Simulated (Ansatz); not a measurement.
Take Ti in the hcp (Mg type) structure (space group P6_3/mmc, No. 194; a = 2.864 Å, c = 4.537 Å; relaxed with 0.1 eV smearing) as the base. Axes: x lies along a and z along c of the hexagonal cell.

Computed with LDA (Ansatz, an electronic-structure program), no spin-orbit coupling.

For the base:

| Quantity | Result |
|---|---|
| Shortest interatomic distance | 2.807 Å |

Now apply this change: a pure shear with ε_xz = ε_zx = 0.0114, atoms relaxed at fixed cell.

Estimate the effect on the stress and shortest interatomic distance.

The stress (xx, yy, zz, yz, xz, xy; compression positive) amounts to (0.0, 0.0, 0.0, 0.0, -0.8, 0.0) GPa; the shortest interatomic distance decreases by 0.026 Å to 2.781 Å.

The cells carry an imposed strain or load. Whether these cells are dynamically stable was not tested. The final runs are not spin-polarised.
